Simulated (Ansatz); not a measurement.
The reference is SrO in the rock salt structure (space group Fm-3m, No. 225; a = 5.1224 Å). Axes: x, y, z lie along the cube axes.

Computed with PBEsol, PAW, 420 eV (Ansatz, a quantum-chemistry and plane-wave program; no SOC).

One thing is altered: uniaxial strain ε_zz = +1.00 %, all other strain components held at zero; the atoms relax in the strained cell.

### Question
Predict the stress tensor and what it implies for the stiffness.

### Answer
Stress of the strained cell less that of the base (GPa, compression positive):
```
  -0.48    0.00    0.00
   0.00   -0.48    0.00
   0.00    0.00   -1.72
```

Then −Δσ_ii/ε with ε = 0.0100 gives relaxed-ion elastic constants: C33 ≈ 172 GPa, C13 ≈ 48 GPa and C23 ≈ 48 GPa.

Whether these cells are dynamically stable was not tested.
